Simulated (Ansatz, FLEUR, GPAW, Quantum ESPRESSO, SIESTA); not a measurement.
# Code comparison for InSe (P6_3/mmc, 8 atoms in the cell)

Self-consistent single point.

```
InSe
1.0
    4.01344     0.00000     0.00000
   -2.00672     3.47574     0.00000
    0.00000     0.00000    17.30644
In Se
4 4
Direct
  0.33333   0.66667   0.33030
  0.66667   0.33333   0.66970
  0.66667   0.33333   0.83030
  0.33333   0.66667   0.16970
  0.33333   0.66667   0.59732
  0.66667   0.33333   0.40268
  0.66667   0.33333   0.09732
  0.33333   0.66667   0.90268
```

Shared settings, as Ansatz (a program for electronic structure) writes them: kpoints.mp_grid.grid = 3 3 1; scf.occupations.method = fermi_dirac; scf.occupations.width = 0.05 eV. Potentials and cutoffs stand in the table.

```
code                                                                                                                                model  pressure (GPa)  largest force (eV/Å)  gap on the mesh (eV)           cutoff
----------------  -----------------------------------------------------------------------------------------------------------------------  --------------  --------------------  --------------------  ---------------
SIESTA            GGA PBE, numerical atomic orbitals TZP, PseudoDojo PBE standard norm-conserving potentials (rewritten from UPF to PSML)            4.58                 0.678                 0.493      grid 400 Ry
GPAW                                                                                         PBE, GPAW PAW datasets PBE (gpaw-data 1.0.1)            3.26                 0.338                 0.568           600 eV
Ansatz                                                                                                             PBE, default PAW files            3.49                 0.358                 0.576          default
Quantum ESPRESSO                                                                           PBE, GBRV 1.5 ultrasoft (PBE) pseudopotentials            2.96                 0.360                 0.556            40 Ry
FLEUR                                                                        PBE, all-electron FLAPW (FLEUR), scalar-relativistic valence               –                 0.404                 0.585  Kmax 4.3 1/bohr
```

Size of the force on each atom (eV/Å): Sizes of forces hide their directions.

```tsv
code	In1	In2	In3	In4	Se5	Se6	Se7	Se8
SIESTA	0.458	0.458	0.458	0.458	0.678	0.678	0.678	0.678
GPAW	0.225	0.225	0.225	0.225	0.338	0.338	0.338	0.338
Ansatz	0.202	0.202	0.202	0.202	0.358	0.358	0.358	0.358
Quantum ESPRESSO	0.211	0.211	0.211	0.211	0.360	0.360	0.360	0.360
FLEUR	0.251	0.251	0.251	0.251	0.404	0.404	0.404	0.404
```

A dash marks a value that a program does not give, or that is left out as unsure.

Gaps are read on the mesh.

The spread over the programs that give each value: pressure within 1.62 GPa; largest force within 0.340 eV/Å; gap on the mesh within 0.092 eV.

SIESTA uses small atom-centred bases, whose incompleteness enters pressures, forces and empty levels differently from a plane-wave cutoff. FLEUR treats all electrons, but the usual bases taken here (sphere radii, linearisation, local orbitals, empty states) were not tested for convergence, so the values are no reference for the others. Ansatz's pressure is given at a fixed set of plane waves, as the other plane-wave codes print theirs. In the pressure, SIESTA (by 1.32) lies more than 1 GPa from the median of the plane-wave programs. In the force vectors, SIESTA (by 0.319) lies more than 0.08 eV/Å from the median of the plane-wave programs.

On the base mesh (5 5 1) the same programs gave: Ansatz pressure 2.73 GPa, gap on the mesh 0.587 eV; Quantum ESPRESSO pressure 2.20 GPa, gap on the mesh 0.567 eV; GPAW pressure 2.50 GPa, gap on the mesh 0.580 eV; FLEUR gap on the mesh 0.596 eV; SIESTA pressure 3.87 GPa, gap on the mesh 0.507 eV.

The values differ from the base mesh's, so the mesh still matters here: the table compares the programs at equal settings.

The starting cell comes from a database of computed structures (which also holds hypothetical and non-ambient phases and stackings), without a prior relaxation at this level. Its lattice was rescaled by a random factor within 2.5 % of one.

Left out of this page: CP2K (on another mesh).

Keys are those of Ansatz 0.2.
